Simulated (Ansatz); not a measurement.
Take AlN in the zinc blende structure (space group F-43m, No. 216; a = 4.4032 Å) as the base.

Level of theory: Ansatz (a first-principles code), PBE, PAW, cutoff 420 eV, scalar-relativistic without spin-orbit coupling.

One change was made to it. Results:

The lattice parameter a drops by 0.053 Å (4.403 Å → 4.350 Å); the smallest direct gap increases by 0.319 eV to 4.29 eV; the band gap goes up by 0.02 eV to 3.33 eV.

### Question
Name the change that was made.
A) pressure 7.5 GPa
B) pressure 3 GPa
C) pressure −1 GPa
D) pressure 0.7 GPa
E) pressure 1.5 GPa

### Answer
A, pressure 7.5 GPa. For comparison, the lattice parameter a in the other runs: pressure 3 GPa gives 4.381 Å; pressure 1.5 GPa gives 4.392 Å; pressure −1 GPa gives 4.411 Å; pressure 0.7 GPa gives 4.398 Å.

Load acts through the strain it causes; cell and atoms are relaxed under it. Whether these cells are dynamically stable was not tested. Tetrahedral semiconductors of this kind turn to denser phases somewhere between about 1 and 50 GPa; those were not computed, so compressed cells here can lie past the real transition. This is not the structure that AlN has at room temperature and ambient pressure.
